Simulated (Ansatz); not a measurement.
System: CaTiO3 (Pnma, No. 62). Method: PBEsol-D3(BJ) (Ansatz, a program for electronic structure, PAW).

Run with plane-wave cutoff 520 eV, 6×6×6 k mesh, Fermi–Dirac smearing 0.01 eV, no spin polarisation, scalar-relativistic PAW data made under PBE.

Shape and atoms are relaxed at each volume.

The direct gap at Γ against volume; x = 100 ln(V/10.794 Å³). One gap is withheld.

```json
[
 {"V (Å³/atom)": "10.362", "x": "-4.08", "gap (eV)": "2.520"},
 {"V (Å³/atom)": "10.578", "x": "-2.02", "gap (eV)": "2.489"},
 {"V (Å³/atom)": "10.794", "x": "0.00", "gap (eV)": "2.459"},
 {"V (Å³/atom)": "11.010", "x": "1.98", "gap (eV)": "2.429"},
 {"V (Å³/atom)": "11.225", "x": "3.92", "gap (eV)": "?"}
]
```

**Question.** Fit a straight line to the rows shown, give the volume deformation potential and predict the withheld gap.

**Answer.** Means of the 4 rows: x̄ = -1.030, ȳ = 2.4743 eV. Σ(x − x̄)(y − ȳ) = -0.3061 and Σ(x − x̄)² = 20.404, so the slope is -0.0150 eV per unit of x, and dE_g/d ln V = -1.5 eV. At x = 3.92: 2.4743 + (-0.0150) × (3.92 − (-1.030)) = 2.400 eV. The run gives 2.398 eV, 0.002 eV below the line.

Note: the relaxation could not lower the start's symmetry, so the cell can be a saddle point above a distorted one; the bulk modulus comes from volumes at which shape and atoms were relaxed.
